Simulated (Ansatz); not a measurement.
H2O on the (0001) surface of wurtzite GaN (2x2 Ga adatom at T4; a constructed slab, bottom: 3 H on 4 bottom sites), one in a cell of 36 Å², energies for each. Energies are against H2O(g), without zero-point or thermal terms; each row is named by its start (#2, #3: further inequivalent places of a kind).

Host crystal: wurtzite GaN, with a band gap (PBE, scalar-relativistic without spin-orbit coupling).

Calculation: PBE (plane waves to 420 eV, PAW; Ansatz, a program for electronic structure).

Set-up: 47 atoms, 13.9 Å thick at the start with caps and adatoms under the adsorbate (thin: gaps and levels are the slab's own); mesh 4x4x1; 0.01 eV smearing; dipole correction on; 23 atoms held, the rest relaxed; each run with such symmetry as its start has; no spin, no spin-orbit, no U, no dispersion correction.

A negative adsorption energy means that the adsorbate is more stable on the surface than in its reference. Starts that drift may end in the same place. Heights count from the host atoms within 0.3 Å of the top one.

| starting site | E_ads (eV) | height (Å) | nearest host atom (Å) | bonded to | change of the vacuum step (eV) | lateral drift (Å) |
|---|---|---|---|---|---|---|
| top Ga | -0.31 | 2.25 | Ga 2.43 | none within bonding distance | -0.90 | 0.9 |
| over Ga at depth 1.7 Å | -0.31 | 2.24 | Ga 2.43 | none within bonding distance | -0.89 | 1.1 |
| over Ga at depth 1.7 Å #2 | -0.31 | 2.23 | Ga 2.43 | none within bonding distance | -0.89 | 1.0 |
| hollow Ga-Ga-Ga | -0.14 | 1.33 | Ga 3.56 | none within bonding distance | 1.12 | 0.1 |
| hollow Ga-Ga-Ga over Ga at depth 2.1 Å | -0.99 | 0.12 | Ga 2.07 | Ga | -0.47 | 0.2 |
